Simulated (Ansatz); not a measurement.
Fluorite PtAl2 was calculated with revPBE in Ansatz (plane waves, PAW).

Run with plane-wave cutoff 520 eV, 16×16×16 k mesh, Fermi–Dirac smearing 0.05 eV, scalar-relativistic PAW data made under PBE.

A third-order Birch–Murnaghan fit to the energies gives V0 = 17.748 Å³/atom, B0 = 125 GPa, B′ = 4.5.

| V (Å³/atom) | P (GPa) |
|---|---|
| 16.683 | ? |
| 17.038 | 5.59 |
| 17.393 | ? |
| 17.748 | 0.00 |
| 18.103 | -2.37 |
| 18.458 | -4.49 |
| 18.813 | -6.39 |

### Question
Estimate the withheld pressures from this fit; the answers are the runs' own values.

### Answer

- 16.683, P (GPa): 8.88
- 17.393, P (GPa): 2.64

The formula P = (3/2) B0 (x^(7/3) − x^(5/3)) [1 + (3/4)(B′ − 4)(x^(2/3) − 1)] with x = V0/V meets the computed pressures within 0.02 GPa when these rounded values are put in.

Spin–orbit coupling is not included.

Computed values are for the static lattice.

Ansatz is a first-principles code.
